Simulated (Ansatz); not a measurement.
NbHO3 (model structure, Pmm2, No. 25, 5 atoms in the cell), treated with LDA (plane waves, PAW; Ansatz, a quantum-chemistry and plane-wave program).

Settings: plane-wave cutoff 520 eV, 10×10×10 k mesh, Fermi–Dirac smearing 0.01 eV, no spin polarisation, scalar-relativistic PAW data made under PBE.

Cell (relaxed at this level):

```xyz
5
Lattice="4.0292 0.0000 0.0000 0.0000 3.8031 0.0000 0.0000 0.0000 3.9906" Properties=species:S:1:pos:R:3 pbc="T T T"
Nb     2.0146     1.9015     2.2478
O      0.0000     1.9015     1.8187
O      2.0146     0.0000     2.0118
O      2.0146     1.9015     0.0468
H      0.0000     1.9015     0.8323
```

### Question
Estimate the band gap, direct gap at Γ and bulk modulus B0 that the calculation returns.

### Answer

- band gap: 1.56 eV (on the SCF k mesh)
- direct gap at Γ: 2.72 eV
- bulk modulus B0: 134 GPa

Note: the bulk modulus is −V dP/dV from two relaxed cells at ±2 % in volume; the relaxation could raise the start's symmetry but not lower it, so the cell can be a saddle point.

Spin–orbit coupling is not included.

Static lattice: no zero-point or thermal effects.

The result took about 5 core-minutes (a rough figure).

A model structure was made by putting elements into a prototype or built by hand; it is no filed structure, need not be a known phase, and can be a saddle point held by its symmetry.
